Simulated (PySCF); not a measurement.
PySCF run on BAs (F-43m, 2 atoms in the cell): self-consistent single point.

Level of theory: PBE, Gaussian basis gth-dzvp-molopt-sr, GTH pseudopotentials gth-pbe, FFT density fitting with multigrid in PySCF.

The change in words: lattice scaled by 0.98. Reference geometry:
```
BAs
1.0
    0.00000     2.39000     2.39000
    2.39000     0.00000     2.39000
    2.39000     2.39000     0.00000
B As
1 1
Direct
  0.00000   0.00000   0.00000
  0.25000   0.25000   0.25000
```

Reference input (self-consistent single point, DFT PBE, Gaussian basis gth-dzvp-molopt-sr, GTH pseudopotentials gth-pbe, FFT density fitting with multigrid): cell.basis = gth-dzvp-molopt-sr; cell.pseudo = gth-pbe; cell.ke_cutoff = 60 Ha; make_kpts mesh = 8 8 8; mf.xc = PBE; smearing.sigma = 0.00183747 Ha; smearing.method = fermi; cell.precision = 1e-06; solver class = KRKS; density fitting = multigrid_numint; mf.conv_tol = 1e-08 Ha; mf.max_cycle = 60. This run's input differs from it in these lines:

```diff
@@ -4,8 +4,8 @@
 cell = gto.Cell()
-cell.a = np.array([[0, 4.51644544, 4.51644544],
-              [4.51644544, 0, 4.51644544],
-              [4.51644544, 4.51644544, 0]])
+cell.a = np.array([[0, 4.42611653, 4.42611653],
+              [4.42611653, 0, 4.42611653],
+              [4.42611653, 4.42611653, 0]])
 cell.atom = '''
 B               0              0              0
-As     2.25822272     2.25822272     2.25822272
+As     2.21305826     2.21305826     2.21305826
 '''
```

Output, abridged:

```
init E= -9.17002134487516
    sigma = 0.00183747  Optimized mu = 0.362234916186  entropy = 9.44473165418e-07
nelec by numeric integration = 8.000000000000727
    Total E(T) = -9.13705045329544  Free energy = -9.13705045503088  E0 = -9.13705045416316
cycle= 1 E= -9.13705045329544  delta_E= 0.033  |g|= 1.63  |ddm|= 57.1
    sigma = 0.00183747  Optimized mu = 0.367939206152  entropy = 3.04557216754e-06
nelec by numeric integration = 8.000000000000734
    Total E(T) = -9.13995772157307  Free energy = -9.13995772716922  E0 = -9.13995772437114
cycle= 2 E= -9.13995772157307  delta_E= -0.00291  |g|= 0.224  |ddm|= 5.42
   [... lines left out ...]
cycle= 7 E= -9.13999103048697  delta_E= -3.97e-09  |g|= 0.000216  |ddm|= 0.00649
    sigma = 0.00183747  Optimized mu = 0.368816956478  entropy = 2.95412909184e-06
nelec by numeric integration = 8.000000000000737
    Total E(T) = -9.13999103053476  Free energy = -9.13999103596288  E0 = -9.13999103324882
cycle= 8 E= -9.13999103053476  delta_E= -4.78e-11  |g|= 1.56e-06  |ddm|= 0.000657
    sigma = 0.00183747  Optimized mu = 0.368816975681  entropy = 2.9541297538e-06
nelec by numeric integration = 8.000000000000737
    Total E(T) = -9.13999103053474  Free energy = -9.13999103596287  E0 = -9.1399910332488
Extra cycle  E= -9.13999103053474  delta_E= 1.95e-14  |g|= 1.58e-06  |ddm|= 7.94e-06
converged SCF energy = -9.13999103053474
electrons per cell = 8.000000
highest filled level = 0.347617 Ha, lowest empty level = 0.391305 Ha
```

The run converged in 8 iterations. Against the reference run the free energy rises by 40.5 meV/atom and the gap on the mesh goes from 1.247 to 1.189 eV.

The starting cell has typed, rounded lattice constants, without a prior relaxation at this level. For this run, on top of that: lattice scaled by 0.98. Values carry the incompleteness of an atom-centred basis.

Cost on one core of a shared machine: roughly 3 min.
